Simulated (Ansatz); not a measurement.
Here is the system:

```xyz
4
Lattice="3.0561 0.0000 0.0000 -1.5280 2.6466 0.0000 0.0000 0.0000 5.0369" Properties=species:S:1:pos:R:3 pbc="T T T"
Al     0.0000     1.7644    -0.0039
Al     1.5280     0.8822     2.5145
N      0.0000     1.7644     1.8928
N      1.5280     0.8822     4.4113
```

These are r2SCAN with spin-orbit coupling, rigid bands (plane waves, PAW; Ansatz, a quantum-chemistry and plane-wave program) values and carry that method's errors. Condition of this run: biaxial stress in the c plane of 9 GPa (compression positive) (the target of the relaxation). Cell: cell and atoms relaxed with PBEsol, then loaded as said.

Q: What conductivity effective mass do dilute holes have at 300 K?

A: 2.7 (x), 2.7 (y), 3.0 (z) mₑ.

Q: What conductivity effective mass do dilute electrons have at 300 K?

A: 0.34 (x), 0.34 (y), 0.30 (z) mₑ.

Q: And the band gap?

A: 5.17 eV at this level; semilocal functionals usually fall short of the measured gap.

Rigid bands, one relaxation time for all states, no polarons. Geometry: cell and atoms relaxed with PBEsol.
